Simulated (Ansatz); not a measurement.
Where the default PAW files enter, the runs use the earlier of Ansatz's two default sets.

Consider the following.

```yaml
crystal:
  lattice:
    - [3.98976, 0.00000, 0.00000]
    - [0.00000, 11.66727, 0.00000]
    - [0.00000, 0.00000, 11.36015]
  atoms:
    - { symbol: Sb, position: [0.25000, 0.15135, 0.03978] }
    - { symbol: Sb, position: [0.75000, 0.84865, 0.96022] }
    - { symbol: Sb, position: [0.75000, 0.34865, 0.53978] }
    - { symbol: Sb, position: [0.25000, 0.65135, 0.46022] }
    - { symbol: Sb, position: [0.75000, 0.01979, 0.32926] }
    - { symbol: Sb, position: [0.25000, 0.98021, 0.67074] }
    - { symbol: Sb, position: [0.25000, 0.48021, 0.82926] }
    - { symbol: Sb, position: [0.75000, 0.51979, 0.17074] }
    - { symbol: Se, position: [0.25000, 0.94424, 0.13253] }
    - { symbol: Se, position: [0.75000, 0.05576, 0.86747] }
    - { symbol: Se, position: [0.75000, 0.55576, 0.63253] }
    - { symbol: Se, position: [0.25000, 0.44424, 0.36747] }
    - { symbol: Se, position: [0.75000, 0.21611, 0.19844] }
    - { symbol: Se, position: [0.25000, 0.78389, 0.80156] }
    - { symbol: Se, position: [0.25000, 0.28389, 0.69844] }
    - { symbol: Se, position: [0.75000, 0.71611, 0.30156] }
    - { symbol: Se, position: [0.25000, 0.62878, 0.05323] }
    - { symbol: Se, position: [0.75000, 0.37122, 0.94677] }
    - { symbol: Se, position: [0.75000, 0.87122, 0.55323] }
    - { symbol: Se, position: [0.25000, 0.12878, 0.44677] }
```

Space group of this cell: Pnma. The cell was relaxed by PBE-D3(BJ); by r2SCAN its mean pressure is 1.4 GPa.

Transport runs along the normal of the first two printed cell vectors.

The gap is the functional's own, uncorrected, and κ follows it; spin-orbit coupling is left out. Mid-gap values are interpolated between the computed energies.

Q: State the band gap and the smallest decay constant κ at mid-gap according to r2SCAN run with Ansatz (a program for electronic structure).

A: Gap 1.04 eV on a 8×4×4 mesh; κ = 0.125 1/Å, at (0.000, 0.250) of the in-plane reciprocal vectors. At the zone centre, at the nearest computed energy, the slowest state has κ = 0.13 1/Å.
